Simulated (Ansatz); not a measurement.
## Effect of N → B on HfN

The parent structure is HfN in the rock salt structure (space group Fm-3m, No. 225; a = 4.5255 Å).

The change: every N is replaced by B; the structure is relaxed again.

Calculations: Ansatz (an electronic-structure program), r2SCAN, PAW, cutoff 500 eV, no SOC. Settings: 17×17×17 k-points, 0.05 eV Fermi–Dirac smearing, for the changed cell.

| quantity | base | changed | shift |
|---|---|---|---|
| volume per atom | 11.59 Å³ | 14.04 Å³ | +2.459 Å³ |
| density | 13.80 g/cm³ | 11.19 g/cm³ | -2.604 g/cm³ |
| lattice parameter a | 4.525 Å | 4.825 Å | +0.300 Å |
| space group | Fm-3m (No. 225) | Fm-3m (No. 225) | – |
| shortest interatomic distance | 2.263 Å | 2.413 Å | +0.150 Å |
| band gap | zero | zero | – |

Cost of the whole job for the changed cell (relaxation, final SCF and bands): roughly 60 core-seconds.

No phonon test of stability was made. The final runs are not spin-polarised. An odd electron count without spin: HfB and HfN.
